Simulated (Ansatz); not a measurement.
Base system: Si3N4 (space group Fd-3m, No. 227; a = 7.789 Å).

(Cell as relaxed with PBE.)

Levels (all Ansatz, an electronic-structure program, PAW): PBE (420 eV, scalar-relativistic without spin-orbit coupling); PBEsol (420 eV, no spin-orbit coupling).

Each level relaxes its own structure.

```json
[
 {"base": "volume per atom", "PBE": "8.44 Å³", "PBEsol": "8.29 Å³"},
 {"base": "lattice parameter a", "PBE": "14.720 bohr", "PBEsol": "14.633 bohr"},
 {"base": "band gap", "PBE": "3.34 eV", "PBEsol": "3.29 eV"}
]
```

It is then changed as follows: a negative pressure, −2 GPa.

| quantity | PBE | PBEsol |
|---|---|---|
| shift of the gap caused by the change | -0.03 eV | (withheld) |
| electron mass (degenerate bands, along [100]) | 0.33, 0.33, 0.58 mₑ (at Γ) | (withheld) |
| lattice parameter a | 14.754 bohr | (withheld) |
| band gap | 3.32 eV | (withheld) |

Q: What does PBEsol give?

A: 
- shift of the gap caused by the change, PBEsol: -0.03 eV
- electron mass (degenerate bands, along [100]), PBEsol: 0.32, 0.32, 0.58 mₑ (at Γ)
- lattice parameter a, PBEsol: 14.665 bohr
- band gap, PBEsol: 3.26 eV

PBE's lattice parameter a lies 0.0882 bohr above PBEsol's (0.6 %); PBE's band gap lies 0.052 eV above PBEsol's; the two agree on the shift of the gap caused by the change. Neither level is exact; PBEsol is the comparison here, not a measurement.

Load acts through the strain it causes; cell and atoms are relaxed under it. Masses are band curvatures over ±0.01 Å⁻¹ around the edge. No phonon test of stability was made.
